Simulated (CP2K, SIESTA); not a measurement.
A SIESTA input for a self-consistent single point of CdS (F-43m, 2 atoms in the cell) (DFT, GGA PBE, numerical atomic orbitals DZP, PseudoDojo PBE standard norm-conserving potentials (rewritten from UPF to PSML)):

```
# files in the folder: Cd.psml S.psml (PseudoDojo PBE standard)
SystemName  CdS
SystemLabel CdS

NumberOfAtoms                2
NumberOfSpecies              2
%block ChemicalSpeciesLabel
  1 48 Cd
  2 16 S
%endblock ChemicalSpeciesLabel
LatticeConstant              1.0 Ang
%block LatticeVectors
     0.000000000    2.942955000    2.942955000
     2.942955000    0.000000000    2.942955000
     2.942955000    2.942955000    0.000000000
%endblock LatticeVectors
AtomicCoordinatesFormat      Fractional
%block AtomicCoordinatesAndAtomicSpecies
     0.000000000    0.000000000    0.000000000  1
     0.250000000    0.250000000    0.250000000  2
%endblock AtomicCoordinatesAndAtomicSpecies

XC.functional                GGA
XC.authors                   PBE
PAO.BasisSize                DZP
PAO.EnergyShift              0.005 Ry
MeshCutoff                   350 Ry
%block kgrid.MonkhorstPack
    5   0   0  0.0
    0   5   0  0.0
    0   0   5  0.0
%endblock kgrid.MonkhorstPack
OccupationFunction           FD
ElectronicTemperature        10 K

MaxSCFIterations             150
SCF.Mixer.Method             Broyden
SCF.Mixer.Weight             0.1
SCF.Mixer.History            6
SCF.DM.Tolerance             1.0E-04
Diag.ParallelOverK           true
WriteForces                  true
```

**Question.** Translate this input to CP2K.

**Answer.** This is the input that was run; spellings and numerical settings could be chosen otherwise.

```
&GLOBAL
  PROJECT scf
  RUN_TYPE ENERGY_FORCE
  PRINT_LEVEL MEDIUM
&END GLOBAL
&FORCE_EVAL
  METHOD Quickstep
  STRESS_TENSOR ANALYTICAL
  &DFT
    BASIS_SET_FILE_NAME BASIS_MOLOPT
    POTENTIAL_FILE_NAME GTH_POTENTIALS
    &QS
      METHOD GPW
      EPS_DEFAULT 1E-10
    &END QS
    &MGRID
      CUTOFF 500
      REL_CUTOFF 40
      NGRIDS 5
    &END MGRID
    &SCF
      SCF_GUESS ATOMIC
      EPS_SCF 1E-7
      MAX_SCF 100
      ADDED_MOS 4
      &DIAGONALIZATION
        ALGORITHM STANDARD
      &END DIAGONALIZATION
      &MIXING
        METHOD BROYDEN_MIXING
        ALPHA 0.3
        NBUFFER 8
        BETA 1
      &END MIXING
    &END SCF
    &KPOINTS
      SCHEME MONKHORST-PACK 5 5 5
    &END KPOINTS
    &XC
      &XC_FUNCTIONAL PBE
      &END XC_FUNCTIONAL
    &END XC
    &PRINT
      &MO
        EIGENVALUES T
        OCCUPATION_NUMBERS T
        NDIGITS 8
        FILENAME mo
        &EACH
          QS_SCF 0
        &END EACH
        ADD_LAST NUMERIC
      &END MO
      &MULLIKEN ON
      &END MULLIKEN
    &END PRINT
  &END DFT
  &SUBSYS
    &CELL
      A 4.16196700 0.00000000 0.00000000
      B 2.08098300 3.60436900 0.00000000
      C 2.08098300 1.20145600 3.39823200
      PERIODIC XYZ
    &END CELL
    &COORD
      SCALED
      Cd       0.00000000     0.00000000     0.00000000
      S        0.25000000     0.25000000     0.25000000
    &END COORD
    &KIND Cd
      BASIS_SET DZVP-MOLOPT-SR-GTH-q12
      POTENTIAL GTH-PBE-q12
    &END KIND
    &KIND S
      BASIS_SET DZVP-MOLOPT-SR-GTH-q6
      POTENTIAL GTH-PBE-q6
    &END KIND
  &END SUBSYS
  &PRINT
    &FORCES ON
    &END FORCES
    &STRESS_TENSOR ON
    &END STRESS_TENSOR
  &END PRINT
&END FORCE_EVAL
```

Basis, cutoffs, solver keys and any potentials are the target program's own. This input uses DFT PBE, GPW, DZVP-MOLOPT-SR-GTH basis, GTH-PBE potentials (GTH_POTENTIALS). Both were run: pressure 0.82 GPa in SIESTA and 2.34 in CP2K; gap on the mesh 1.322 eV in SIESTA and 1.051 in CP2K.

On SIESTA: the starting cell comes from a database of computed structures (which also holds hypothetical and non-ambient phases and stackings), without a prior relaxation at this level. Values carry the incompleteness of an atom-centred basis.

On CP2K: the starting cell comes from a database of computed structures (which also holds hypothetical and non-ambient phases and stackings), without a prior relaxation at this level. Values carry the incompleteness of an atom-centred basis.
